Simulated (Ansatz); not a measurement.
# A computed series for Cu: response to strain

Consider Cu in the fcc (Cu type) structure (space group Fm-3m, No. 225; relaxed with 0.1 eV smearing).

```
CELL_PARAMETERS angstrom
      0.00000     1.78189     1.78189
      1.78189     0.00000     1.78189
      1.78189     1.78189     0.00000
ATOMIC_POSITIONS crystal
  Cu 0.00000 0.00000 0.00000
```

Strains are applied to the cell and any free atomic positions relax.

Computed with PBEsol (Ansatz, a first-principles code), scalar-relativistic without spin-orbit coupling.

Notes on the quantities. energy relative to the base: free energy F.

| isotropic strain (%) | energy relative to the base (meV/atom) |
|---|---|
| -3 | 54.2 |
| -2 | 23.1 |
| -0.5 | 1.4 |
| 0 | 0.0 |
| 0.5 | 1.3 |
| 1 | ? |
| 2 | 19.8 |
| 2.5 | 30.3 |
| 3 | 42.8 |

### Question
Fit ΔE = Aε² + Bε³ (ε in %) to the rows shown and predict the withheld row.

### Answer
Least squares on the printed values gives A = 5.38 and B = -0.21 meV/atom (largest residual 0.1 meV/atom); this predicts 5.2 meV/atom, and the run gives 5.2 meV/atom, in agreement.

Whether these cells are dynamically stable was not tested. All final runs are without spin polarisation.
